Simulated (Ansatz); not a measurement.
O interstitial in monoclinic HfO2 (the name describes the start): one set of geometries, relaxed with PBE, evaluated in Ansatz (PAW, plane waves to 420 eV, 500 eV under r2SCAN) with PBE, r2SCAN.

Cell and caveats: 96-site cell; 2×2×2 shifted k-points; start: void with 3O nearest, no. 1; charged states image-corrected; no spin–orbit coupling; finite-size errors of tenths of an eV; relaxed from one start, so a lower configuration may exist; flagged in the runs: a host whose relaxation on this sampling wasn't shown to rest.

```json
[
 {"quantity": "host gap (eV)", "PBE": "4.04", "r2SCAN": "…"},
 {"quantity": "ε(+1/0) above the VBM (eV)", "PBE": "0.13", "r2SCAN": "…"},
 {"quantity": "ε(0/−1) above the VBM (eV), not thermodynamic with PBE", "PBE": "1.67", "r2SCAN": "…"},
 {"quantity": "ε(−1/−2) above the VBM (eV), not thermodynamic with PBE", "PBE": "1.06", "r2SCAN": "…"},
 {"quantity": "largest moment on one atom at charge +1 (μB)", "PBE": "0.26", "r2SCAN": "…"},
 {"quantity": "neutral formation energy against O2 molecule in a box (eV)", "PBE": "1.77", "r2SCAN": "…"},
 {"quantity": "largest moment on one atom at charge 0 (μB)", "PBE": "0.00", "r2SCAN": "…"},
 {"quantity": "largest moment on one atom at charge −1 (μB)", "PBE": "0.48", "r2SCAN": "…"}
]
```

**Question.** Given the lower rungs, what does r2SCAN give?

**Answer.** 
- host gap (eV), r2SCAN: 4.54
- ε(+1/0) above the VBM (eV), r2SCAN: 0.24
- ε(0/−1) above the VBM (eV), not thermodynamic with PBE, r2SCAN: 1.89
- ε(−1/−2) above the VBM (eV), not thermodynamic with PBE, r2SCAN: 1.36
- largest moment on one atom at charge +1 (μB), r2SCAN: 0.29
- neutral formation energy against O2 molecule in a box (eV), r2SCAN: 1.61
- largest moment on one atom at charge 0 (μB), r2SCAN: 0.00
- largest moment on one atom at charge −1 (μB), r2SCAN: 0.53

Ansatz is a quantum-chemistry and plane-wave program.
